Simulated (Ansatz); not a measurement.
The starting structures come from a database of crystals and need not be the phases stable at ambient conditions.

Tunnelling through a barrier is set by its complex band structure: the current falls as exp(−2κd) with the smallest κ.

```
Mo2ScTlO8
1.0
    5.83316     0.00000     0.00000
    0.00000     7.85794     0.00000
    2.91658     0.00000     5.05166
Sc Tl Mo O
1 1 2 8
Direct
  0.00000   0.00000   0.00000
  0.00000   0.50000   0.00000
  0.66667   0.76791   0.66667
  0.33333   0.23209   0.33333
  0.83430   0.84040   0.83430
  0.16570   0.15960   0.16570
  0.33140   0.84040   0.83430
  0.66860   0.15960   0.16570
  0.83430   0.84040   0.33140
  0.16570   0.15960   0.66860
  0.33333   0.45284   0.33333
  0.66667   0.54716   0.66667
```

Space group of this cell: P-3m1. The cell was relaxed by PBE-D3(BJ); by r2SCAN its mean pressure is -2.1 GPa.

Transport runs along the normal of the first two printed cell vectors, the (100) plane of the conventional cell.

The gap is the functional's own. No spin-orbit coupling. Mid-gap values are interpolated on the energy grid.

Problem. Compute, with r2SCAN in Ansatz (a first-principles code), the band gap and the smallest decay constant κ at mid-gap.

Solution. Gap 4.05 eV on a 6×4×6 mesh; κ = 0.455 1/Å, at (0.000, 0.250) of the in-plane reciprocal vectors. At the zone centre, at the nearest computed energy, the slowest state has κ = 0.46 1/Å.
